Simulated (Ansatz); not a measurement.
# Au: stress against strain

Au (fcc, Fm-3m, 17.016 Å³/atom at rest) under an equal strain ε in the (111) plane with the normal axis free, as in a coherent film. PBEsol in Ansatz, a plane-wave DFT program (PAW, default set), 420 eV, 28×28×28 Γ-centred mesh, Fermi-Dirac smearing 0.10 eV; ions are relaxed within the symmetry of each cell. Stress is positive for a compressed cell.

Here s stands for strain and y for stress xx.

```csv
strain (%),stress xx (GPa)
-1.25,2.49
-0.83,1.61
-0.42,0.79
0.00,0.00
0.42,-0.73
0.83,-1.36
1.25,-1.92
2.50,?
```

Fit y of the 7 rows that show it with a straight line. Means: s 0, y 0.126. About the means, the sum of products is -8.6160 and the sum of squares of s is 4.8556; the slope is their ratio. Least squares gives y = 0.126 - 1.7744·s. Residuals (row less fit): 0.146, 0.011, -0.081, -0.126, -0.111, -0.013, 0.172; standard error 0.131 (degrees of freedom: 5). The slope gives the biaxial elastic modulus of this plane = 177 ± 6 GPa.

Question: Predict the withheld y at s = 2.50 from the fit, and compare with the calculation.

Answer: y = 0.126 - 1.7744 × 2.50 = -4.310 GPa. The calculation gives -3.03 GPa, 1.280 GPa above the prediction (23.2 % of the range of y in the table). The row lies outside the fitted rows, so this is an extrapolation. From the scatter of the fitted rows alone, a prediction at this place has a standard error of 0.204 GPa, so the miss is 6.3 times that.

One order more, fitted to all 13 runs of the series, follows each within 0.08, so the miss is the next term of a smooth law. In a metal these values are sensitive to mesh and smearing; energies are taken to zero smearing, stresses follow the free energy. Rows are the converged runs of the series near zero and its far end; series whose fitted rows scatter by over a few per cent of the range, as at a crossing or softening among them, aren't shown in this form. Most that stay on the fit to the last digits aren't either.
